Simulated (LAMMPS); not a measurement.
MD of Cu (fcc) at zero pressure, 4000 atoms, as a liquid; each row is its own run.

All values are model results, not measurements: classical MD, pair style eam, the elements' _u3.eam files (universal-3 set of Foiles, Baskes and Daw) (LAMMPS).

```
T (K)  volume (Å³/atom)
-----  ----------------
950              12.896
1090             13.075
1220             13.238
1360             13.420
1490             13.589
1700             13.869
1900             14.151
2170             14.534
```

### Question
Fit a straight line, y = a + b x, to these rows (x is the first column, y the second) and predict the run at x = 1770.

### Answer
Least squares gives a = 11.607 and b = 0.001340. At x = 1770 the fit predicts 13.978 Å³/atom. The run itself gave 13.967 ± 0.002 Å³/atom, so the fit is 0.079 % high.

Caution (rows 950; 1090; 1220): this liquid lies under the melting point of about 1290 K that EAM-type universal-3 set of Foiles, Baskes and Daw gives, so it is undercooled.
